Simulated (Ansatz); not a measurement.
## By hand: formation energy of O_i in Nb (bcc, Im-3m)

We look at the formation energy of O_i in Nb (bcc, Im-3m). Reaction: 54 Nb (bcc) + 1/2 O2 (gas) → cell A.

A: a supercell of 54 sites of Nb (bcc, Im-3m) with O off the lattice sites (6 Nb at 2.03–2.28 Å); spin state with PBE: run without spin.

Setting: static, neutral cells in Ansatz (PAW) whose structures rest at the PBE level. Ansatz (an electronic-structure program) runs with its PAW set soft_1. Other levels take these structures. The lattices are those relaxed with PBE, so at other levels the solids can be strained, which adds to the spread. Larger cells are relaxed from a start prepared with the learned potential CHGNet, on a coarser mesh till forces fall under 0.03 eV/Å, which some starts already meet. A dispersion term (D3(BJ), or D4 for r2SCAN) was computed beside these levels and is taken off wherever the name lacks it. Space groups of crystals are read within 0.01 Å. The d electrons get no Hubbard U. Mesh and cell size may move defect energies by 0.1 eV or more. Cell A has symmetry P4/mmm within 0.02 Å and got no random move, so less symmetric positions, which may lie lower, weren't tried.

Total energies of the cells in eV, at zero smearing width. They compare only within one column; the weights balance every element.

```json
[
 {"cell": "A: Nb:O_i", "atoms": "55", "weight": "+1", "PBE": "-246393.76191", "r2SCAN+D4": "-247013.72454"},
 {"cell": "Nb (bcc)", "atoms": "54", "weight": "−1", "PBE": "-245825.08409", "r2SCAN+D4": "-246443.30651"},
 {"cell": "O2 (gas)", "atoms": "2", "weight": "−1/2", "PBE": "-1129.95062", "r2SCAN+D4": "-1131.97467"}
]
```

PBE: (-246393.76191) − (-245825.08409) − 1/2 × (-1129.95062) = -3.703 eV.

r2SCAN+D4: (-247013.72454) − (-246443.30651) − 1/2 × (-1131.97467) = -4.431 eV.
